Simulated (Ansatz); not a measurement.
## LuI₃ (model structure, started from the ReO3 type, Pm-3m, No. 221, 4 atoms in the cell)

Calculation: LDA (PAW; Ansatz, a quantum-chemistry and plane-wave program).

Numerical settings: plane-wave cutoff 520 eV, 6×6×6 k mesh, Fermi–Dirac smearing 0.01 eV, scalar-relativistic PAW data made under PBE.

Cell (relaxed with PBEsol):

```cif
data_I3Lu
_chemical_formula_sum 'Lu1 I3'
_space_group_name_H-M_alt 'P 1'
_space_group_IT_number 1
_cell_length_a 5.84354
_cell_length_b 5.84354
_cell_length_c 5.84354
_cell_angle_alpha 90.000
_cell_angle_beta 90.000
_cell_angle_gamma 90.000
loop_
_space_group_symop_operation_xyz
  'x, y, z'
loop_
_atom_site_label
_atom_site_type_symbol
_atom_site_fract_x
_atom_site_fract_y
_atom_site_fract_z
_atom_site_occupancy
Lu1 Lu 0.00000 0.00000 0.00000 1
I1 I 0.50000 0.00000 0.00000 1
I2 I 0.00000 0.00000 0.50000 1
I3 I 0.00000 0.50000 0.00000 1
```

band gap: 2.08 eV
smallest direct gap on the k points sampled: 2.58 eV

Note: the relaxation could raise the start's symmetry but not lower it, so the cell can be a saddle point; cell and atoms aren't relaxed at this level (pressure -1.0 GPa).

Spin–orbit coupling is not included; with these elements it can move the gap by several tenths of an eV or more.

The computed numbers hold no vibrational or temperature effects.

Cost on a shared machine: about 40 core-seconds (a rough figure).

A model structure was made by putting elements into a prototype or built by hand; it is no filed structure, need not be a known phase, and can be a saddle point held by its symmetry.
